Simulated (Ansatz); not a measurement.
Structures of equal composition on the (111) surface of fcc Au: a layer of In in place of the second plane; a layer of In in place of the third plane. The slabs share one bottom face, and each structure is named by its start. These are constructed structures in small cells; real faces may alloy, dewet or reconstruct in larger ones, and not all known structures of the face are among them. Slabs of about 12 Å with all that they carry, Fermi-Dirac smearing of 0.1 eV. Bottom of the slabs: a bare face, its two planes held. Relaxed from the named starts with such symmetry as they have, on meshes of like density; energies extrapolated to zero smearing; no spin-orbit coupling, no U. Spin-polarised runs, if any, are marked in brackets, and their order is one that fits the cell; the others ran without spin.

Calculation: PBE (plane waves to 420 eV, PAW; Ansatz, an electronic-structure program).

### Question
Put the candidates in order of energy per 1x1 cell, lowest first, for PBE.

### Answer
a layer of In in place of the second plane (0.000 eV), a layer of In in place of the third plane (0.126 eV)
